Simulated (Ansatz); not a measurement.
The starting structures come from a database of crystals and need not be the phases stable at ambient conditions.

 Where the default PAW files enter, the runs use the earlier of Ansatz's two default sets.

The decay constant κ of evanescent states in the gap governs leakage through a thin film.

```xyz
17
Lattice="7.0626 0.0000 0.0000 0.0000 7.0626 0.0000 3.5313 -3.5313 4.9940" Properties=species:S:1:pos:R:3 pbc="T T T"
Sn     0.0000     0.0000     0.0000
H      6.2193     3.5313     1.9007
H      4.3746     0.0000     3.0933
H      3.5313    -0.8433     1.9007
H      7.0626     4.3746     3.0933
H      7.9059     3.5313     1.9007
H      2.6880     0.0000     3.0933
H      3.5313     0.8433     1.9007
H      7.0626     2.6880     3.0933
N      7.0626     3.5313     2.4970
N      3.5313     0.0000     2.4970
Cl     5.3213     1.7412     0.0000
Cl     1.7412     5.3213     0.0000
Cl     5.3213     5.3213     0.0000
Cl     1.7412     1.7412     0.0000
Cl     7.0626     0.0000     2.4625
Cl     3.5313     3.5313     2.5315
```

Space group of this cell: Fm-3m. The cell was relaxed by PBE-D3(BJ); by r2SCAN its mean pressure is -0.8 GPa.

Transport runs along the normal of the first two printed cell vectors, the (001) plane of the conventional cell.

The gap is the functional's own, uncorrected, and κ follows it; spin-orbit coupling is left out. Mid-gap values are interpolated between the computed energies.

Predict the band gap and the smallest decay constant κ at mid-gap from Ansatz (a program for electronic structure) with r2SCAN.

Gap 2.68 eV on a 6×6×6 mesh; κ = 0.299 1/Å, at the zone centre.
